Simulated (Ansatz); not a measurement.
Structures of equal composition on the (110) surface of germanium: Si on all surface atoms, H on every dangling bond; Si on all atoms bonded under the surface atoms, H on every dangling bond. The slabs share one bottom face, and each structure is named by its start. These are constructed structures in small cells; real faces may alloy, dewet or reconstruct in larger ones, and not all known structures of the face are among them. Slabs of about 16 Å with all that they carry, Fermi-Dirac smearing of 0.025 eV. Bottom of the slabs: built like the top, H on every dangling bond, free. Relaxed from the named starts with such symmetry as they have, on meshes of like density; energies extrapolated to zero smearing; no spin-orbit coupling, no U. Spin-polarised runs, if any, are marked in brackets, and their order is one that fits the cell; the others ran without spin. Where a second, spin-polarised start was run, the lower counts.

Level of theory: PBE (plane waves to 420 eV, PAW; Ansatz, a quantum-chemistry and plane-wave program).

Task: Order them by energy per 1x1 cell (lowest first) at the level PBE.

Result: Si on all surface atoms, H on every dangling bond (0.000 eV), Si on all atoms bonded under the surface atoms, H on every dangling bond (0.292 eV)
